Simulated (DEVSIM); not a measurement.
Device: abrupt Si p-n junction, at 300 K.

Layer 1 from the left is Si, thickness (μm) 4.00, Na (cm⁻³) 4.4e15, τn (s) 2.5e-5, τp (s) 2.5e-5. Layer 2 from the left is Si, thickness (μm) 4.70, Nd (cm⁻³) 2.3e15, τn (s) 2.5e-5, τp (s) 2.5e-5.

Left contact: ohmic. Right contact: ohmic. Voltage is applied to the left contact. Recombination: SRH at mid-gap. Mobility is μmin + (μ − μmin)/(1 + (N/Nref)^α).

Constants are typed, rounded textbook-type inputs, not results; the design itself was drawn at random and stands for no fabricated device. Values at 300 K.

Si: gap (eV) 1.124, affinity (eV) 4.05, permittivity 11.7, Nc (cm⁻³) 2.86e19, Nv (cm⁻³) 3.1e19, μn (cm²/Vs) 1417, μp (cm²/Vs) 470, μn,min 52, μp,min 45, Nref,n 9.7e16, Nref,p 2.2e17, αn 0.68, αp 0.72.

Model (solved in DEVSIM): 1D drift-diffusion, Boltzmann statistics, complete ionisation; no tunnelling, impact ionisation, image-force lowering or self-heating.

Dark forward current:

| |V| (V) | |J| (A/cm²) |
|---|---|
| 0.05 | 3.886e-9 |
| 0.10 | 2.902e-8 |
| 0.15 | 1.982e-7 |
| 0.20 | 1.353e-6 |
| 0.25 | 9.276e-6 |
| 0.30 | 6.375e-5 |
| 0.35 | 0.0004384 |
| 0.40 | 0.003015 |
| 0.45 | 0.02071 |
| 0.50 | 0.1415 |
| 0.55 | 0.9381 |
| 0.60 | 5.401 |
| 0.65 | 21.75 |
| 0.70 | 58.47 |
| 0.75 | 119.0 |
| 0.80 | 204.2 |
| 0.85 | 314.0 |
| 0.90 | 448.0 |
| 0.95 | 605.7 |
| 1.00 | 786.6 |
| 1.05 | 989.7 |
| 1.10 | 1214 |
| 1.15 | 1459 |
| 1.20 | 1724 |
| 1.25 | 2006 |

Task: Work out the local ideality factor n = ΔV / (kT/q · ln(J2/J1)) between the rows 0.15 and 0.20 V, 0.35 and 0.40 V, 1.20 and 1.25 V.

Result: kT/q = 25.85 mV. From 0.15 to 0.20 V: ln(1.353e-6/1.982e-7) = 1.921, n = 1.01, near the 1 of diffusion or emission over a barrier. From 0.35 to 0.40 V: ln(0.003015/0.0004384) = 1.928, n = 1.00, near the 1 of diffusion or emission over a barrier. From 1.20 to 1.25 V: ln(2006/1724) = 0.151, n = 12.77.

Task: Estimate the current at 0.35 V from the Shockley equation with J0 = Σ q ni² D/(N L) coth(W/L), τ joining the SRH, radiative and Auger lifetimes that are on, and W taken as the whole layer.

Result: ni² = 1.16e20 cm⁻⁶; electrons in the p layer: μ = 1270 cm²/Vs, D = 32.8 cm²/s, τ = 2.50e-5 s, L = 286 μm, W/L = 0.014, term 3.46e-10 A/cm²; holes in the n layer: μ = 455 cm²/Vs, D = 11.8 cm²/s, τ = 2.50e-5 s, L = 171 μm, W/L = 0.027, term 2.02e-10 A/cm². J0 = 5.48e-10 A/cm², and J = J0 exp(qV/kT) = 0.000416 A/cm². The simulation gives 0.000438 A/cm²; the estimate lies 5.2 % below. The estimate leaves out recombination in the depletion region and that region's share of W.
